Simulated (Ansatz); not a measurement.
Fermi-surface data of TiN (I4/mmm)

Data:

```yaml
crystal:
  lattice:
    - [0.00000, 2.10784, 2.09978]
    - [2.10784, 0.00000, 2.09978]
    - [2.10784, 2.10784, 0.00000]
  atoms:
    - { symbol: Ti, position: [0.00000, 0.00000, 0.00000] }
    - { symbol: N, position: [0.50000, 0.50000, 0.50000] }
```

Calculation: PBEsol, rigid bands (plane waves, PAW, scalar-relativistic; Ansatz, an electronic-structure program). Condition of this run: biaxial stress xx = yy = -2 GPa (compression positive) (the target of the relaxation). Cell: cell and atoms relaxed with PBEsol, then loaded as said.

The density of states at the Fermi level is 0.808 states/(eV·cell), both spins. The bare Sommerfeld coefficient is 0.95 mJ/(mol of atoms·K²) and the drude plasma energy comes out as 7.9 eV. The root-mean-square Fermi velocity is 7.4e5 m/s. The resistivity times τ is 7.9 ×10⁻²² Ω·m·s.

A metal at this level (no band gap); rigid bands, thermally averaged at 300 K, both spins. Spin-orbit coupling is left out. τ is one relaxation time for all states.
